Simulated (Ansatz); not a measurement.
Consider BP in the zinc blende structure (space group F-43m, No. 216).

```xyz
2
Lattice="0.0000 2.2453 2.2453 2.2453 0.0000 2.2453 2.2453 2.2453 0.0000" Properties=species:S:1:pos:R:3 pbc="T T T"
B      0.0000     0.0000     0.0000
P      1.1226     1.1226     1.1226
```

Method: LDA (Ansatz, a quantum-chemistry and plane-wave program, PAW, no SOC).

Strains are applied to the cell and any free atomic positions relax.

One change was made to it. Results:

The hole mass (degenerate bands, along [100]) becomes 0.26, 0.26, 0.33 mₑ (at Γ) (base: 0.25, 0.25, 0.36 mₑ (at Γ)); the energy goes up by 21 meV/atom.

Task: Name the change that was made.
A) isotropic strain +1.00 %
B) isotropic strain +2.00 %
C) isotropic strain −1.50 %
D) isotropic strain −2.50 %
E) isotropic strain +2.50 %

Result: B, isotropic strain +2.00 %. For comparison, the energy relative to the base in the other runs: isotropic strain −1.50 % gives +13 meV/atom; isotropic strain −2.50 % gives +37 meV/atom; isotropic strain +1.00 % gives +5.4 meV/atom; isotropic strain +2.50 % gives +33 meV/atom.

The levels and masses belong to the bands next to the band gap. Masses are band curvatures over ±0.01 Å⁻¹ around the edge. Stability against distortions was not tested.
